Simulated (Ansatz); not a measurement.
The starting structures come from a database of crystals and need not be the phases stable at ambient conditions.

By PBEsol, the system below comes out a metal.

Without scattering a metal conducts by its projected Fermi surface.

Data:

```
HfOs
1.0
    4.58696     0.00000     0.00000
   -2.29348     3.97242     0.00000
    2.29348     1.32414     1.87262
Hf Os
1 1
Direct
  0.00000   0.00000   0.00000
  0.00000   0.50000   0.50000
```

Space group of this cell: Pm-3m, CsCl type. The cell is taken as given; by PBEsol its mean pressure is -4.2 GPa.

The current flows along the normal of the first two printed cell vectors, the (111) plane of the conventional cell. No spin-orbit coupling; the value is a mean over 0.1 eV about the Fermi level.

### Question
Give the ballistic conductance per area that PBEsol in Ansatz (a quantum-chemistry and plane-wave program) yields.

### Answer
0.32 × 10¹⁵ S/m² for both spins.
